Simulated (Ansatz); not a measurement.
Functionals compared on a constructed model of the (000-1) surface of 4H silicon carbide, C-terminated, (√3x√3)R30° Au adatom at T4 (bottom of the slab: 3 H on 3 bottom sites), in Ansatz (plane waves, PAW). The structure was relaxed with PBE; the other rows are single points on it. Cutoff 420 eV (500 eV for r2SCAN).

Set-up: 28 atoms, 11.6 Å thick at the start with caps and adatoms (thin: gaps and levels are the slab's own); mesh 6x6x1; 0.025 eV smearing; dipole correction on; 6 atoms held, the rest relaxed; start symmetry kept, larger cells not searched; no spin (no spin-polarised run to compare, though such a face may carry moments), no spin-orbit, no U. The slab shows no gap on its mesh. In PBE it lies 0.02 eV a 1x1 cell over the lowest computed structure of the same composition ((√3x√3)R30° Au adatom at H3). These notes are the PBE run's.

```json
[
 {"functional": "PBE", "work function of the top face (eV)": "4.51", "rough cost of the single point": "–"},
 {"functional": "r2SCAN", "work function of the top face (eV)": "[?]", "rough cost of the single point": "about 90 core-seconds (a rough figure)"}
]
```

**Question.** What belongs in the gaps?

**Answer.** 
- r2SCAN, work function of the top face (eV): 4.49

Ansatz is an electronic-structure program.
